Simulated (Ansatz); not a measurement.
Base system: B (space group I4_132, No. 214; a = 4.6330 Å; a hypothetical phase, not in the database extracts checked). Axes: x, y, z lie along the cube axes.

Modification: a pure shear with ε_xz = ε_zx = -0.0099; the atoms relax in the strained cell.

Levels (all Ansatz, a first-principles code, PAW): PBEsol (420 eV, no SOC); r2SCAN (500 eV, scalar-relativistic without spin-orbit coupling).

The geometry is relaxed with PBEsol.

| Item | Result |
|---|---|
| PBEsol pressure | -0.01 GPa |
| PBEsol lowest conduction level above the VBM at special points | Γ 1.36 eV; Z 2.74 eV; L 2.78 eV; Y 2.84 eV |
| PBEsol smallest direct gap | 2.63 eV |

With r2SCAN at the same geometry, the pressure grows by 0.46 GPa to 0.45 GPa; the lowest conduction level above the VBM at special points changes from Γ 1.36 eV; Z 2.74 eV; L 2.78 eV; Y 2.84 eV to Γ 1.72 eV; Z 3.09 eV; L 3.12 eV; Y 3.19 eV; the smallest direct gap rises by 0.38 eV, from 2.63 eV to 3.01 eV.

Single points use the geometry relaxed with PBEsol. Their cutoffs differ, which shifts pressures a little. No phonon test of stability was made. k-point labels follow each cell's own Brillouin zone.
